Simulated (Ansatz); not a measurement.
The parent structure is SiO2 in the rutile structure (space group P4_2/mnm, No. 136; a = 4.185 Å, c = 2.669 Å). Axes: x, y, z lie along a, b, c of the conventional cell.

The values are results of r2SCAN (Ansatz, a quantum-chemistry and plane-wave program, PAW, scalar-relativistic without spin-orbit coupling), not measurements.

Strains are applied to the cell and any free atomic positions relax; under biaxial strain the out-of-plane vector relaxes too.

One change was made to it. Results:

The valence-band top at Γ (three highest levels, from the VBM) goes from 0.00, -0.88, -0.88 eV to 0.00, -0.86, -0.86 eV; the volume per atom rises by 0.15 Å³, from 7.79 Å³ to 7.94 Å³; the electron mass goes from 0.38 mₑ along c, 0.48 mₑ across (at Γ) to 0.38 mₑ out of plane, 0.47 mₑ in plane (at Γ).

Question: What was done to the base?
(A) biaxial strain −2.45 %, plane normal [001], relaxed out of plane
(B) isotropic strain −0.62 %
(C) biaxial strain +1.25 %, plane normal [001], relaxed out of plane
(D) isotropic strain −0.91 %
(E) biaxial strain +4.78 %, plane normal [001], relaxed out of plane

Answer: C, biaxial strain +1.25 %, plane normal [001], relaxed out of plane. For comparison, the valence-band top at Γ in the other runs: isotropic strain −0.91 % gives 0.00, -0.91, -0.91 eV; isotropic strain −0.62 % gives 0.00, -0.90, -0.90 eV; biaxial strain +4.78 %, plane normal [001], relaxed out of plane gives 0.00, -0.76, -0.76 eV; biaxial strain −2.45 %, plane normal [001], relaxed out of plane gives 0.00, -0.88, -0.88 eV.

The levels and masses belong to the bands next to the band gap. Effective masses come from finite differences of ±0.01 Å⁻¹. Whether these cells are dynamically stable was not tested.
